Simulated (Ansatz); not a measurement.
A calculation on NiAs-type NiSb returned lattice constant a 4.054 Å, lattice parameter c 5.321 Å, equilibrium volume per atom 18.94 Å³/atom, bulk modulus 88.0 GPa, cohesive energy 3.26 eV/atom.

For reference: lattice constant a 3.946 Å (measured, temperature not stated, not corrected to a static lattice; as tabulated in Wikipedia's data pages); lattice parameter c 5.148 Å (measured, temperature not stated, not corrected to a static lattice; as tabulated in Wikipedia's data pages).

Problem. Which level of theory produced these numbers?
(A) BLYP (Ansatz, a program for electronic structure)
(B) RPBE (Ansatz)
(C) PBE-D4 (Ansatz)
(D) rVV10 (Ansatz)

Solution. A, BLYP (Ansatz)

The others give: rVV10 4.014 Å, 5.211 Å, 18.18 Å³/atom, 103 GPa, 4.22 eV/atom; PBE-D4 3.922 Å, 5.110 Å, 17.02 Å³/atom, 120 GPa, 4.53 eV/atom; RPBE 4.008 Å, 5.206 Å, 18.11 Å³/atom, 102 GPa, 3.44 eV/atom.

Unless a cell is named, each level is at its own relaxed cell (BLYP 18.93, PBE-D4 17.02, RPBE 18.11, rVV10 18.18 Å³/atom).

The crystal itself was run without spin with rVV10, PBE-D4, RPBE, BLYP; a magnetic state was not tried in these runs.

Ansatz's density-functional and Hartree–Fock values are scalar-relativistic unless marked +SOC, with PAW data made under PBE.
